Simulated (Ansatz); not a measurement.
Density of states of MgS (Fm-3m) below the valence band maximum, HSE06 with spin-orbit coupling, rigid bands in Ansatz (a quantum-chemistry and plane-wave program); cell volume 34.8 Å³.

(energy from edge (eV), 10⁻³ states/eV/cell): (0.006, 43.8); (0.031, 127); (0.056, 221); (0.081, 308); (0.106, 389); (0.131, 453); (0.156, 506); (0.181, 553); (0.206, 597); (0.231, 640); (0.256, 680); (0.281, 718); (0.319, 779); (0.344, 817); (0.369, 855); (0.394, 897); (0.419, 939); (0.444, 983); (0.469, 1030); (0.494, 1070); (0.519, 1130); (0.544, 1180); (0.569, 1240); (0.594, 1300)

Question: What effective density of states at 300 K does this give (∫ g(E) exp(−E/k_BT) dE, both spins, divided by the cell's size)?

Answer: 8.3e19 cm⁻³, a density-of-states mass of 2.2 mₑ, valleys and band degeneracy included.

Geometry: cell and atoms relaxed with PBEsol.
